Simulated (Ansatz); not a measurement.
The starting structures come from a database of crystals and need not be the phases stable at ambient conditions.

Tunnelling through a barrier is set by its complex band structure: the current falls as exp(−2κd) with the smallest κ.

Data:

```yaml
crystal:
  lattice:
    - [5.37205, 0.00000, 0.00000]
    - [0.00000, 7.63636, 0.00000]
    - [0.00000, 0.00000, 5.46280]
  atoms:
    - { symbol: Ca, position: [0.49093, 0.75000, 0.54240] }
    - { symbol: Ca, position: [0.50907, 0.25000, 0.45760] }
    - { symbol: Ca, position: [0.99093, 0.25000, 0.95760] }
    - { symbol: Ca, position: [0.00907, 0.75000, 0.04240] }
    - { symbol: Ti, position: [0.00000, 0.50000, 0.50000] }
    - { symbol: Ti, position: [0.50000, 0.50000, 0.00000] }
    - { symbol: Ti, position: [0.50000, 0.00000, 0.00000] }
    - { symbol: Ti, position: [0.00000, 0.00000, 0.50000] }
    - { symbol: O, position: [0.92322, 0.75000, 0.48133] }
    - { symbol: O, position: [0.07678, 0.25000, 0.51867] }
    - { symbol: O, position: [0.42322, 0.25000, 0.01867] }
    - { symbol: O, position: [0.57678, 0.75000, 0.98133] }
    - { symbol: O, position: [0.20971, 0.95984, 0.78961] }
    - { symbol: O, position: [0.79029, 0.04016, 0.21039] }
    - { symbol: O, position: [0.70971, 0.04016, 0.71039] }
    - { symbol: O, position: [0.29029, 0.95984, 0.28961] }
    - { symbol: O, position: [0.29029, 0.54016, 0.28961] }
    - { symbol: O, position: [0.70971, 0.45984, 0.71039] }
    - { symbol: O, position: [0.79029, 0.45984, 0.21039] }
    - { symbol: O, position: [0.20971, 0.54016, 0.78961] }
```

Space group of this cell: Pnma. The cell is taken as given; by PBEsol its mean pressure is -3.0 GPa.

Transport runs along the normal of the first two printed cell vectors.

The gap is the functional's own. No spin-orbit coupling. Mid-gap values are interpolated on the energy grid.

Compute, with PBEsol in Ansatz (a first-principles code), the band gap and the smallest decay constant κ at mid-gap.

Gap 2.39 eV on a 6×4×6 mesh; κ = 0.244 1/Å, at the zone centre.
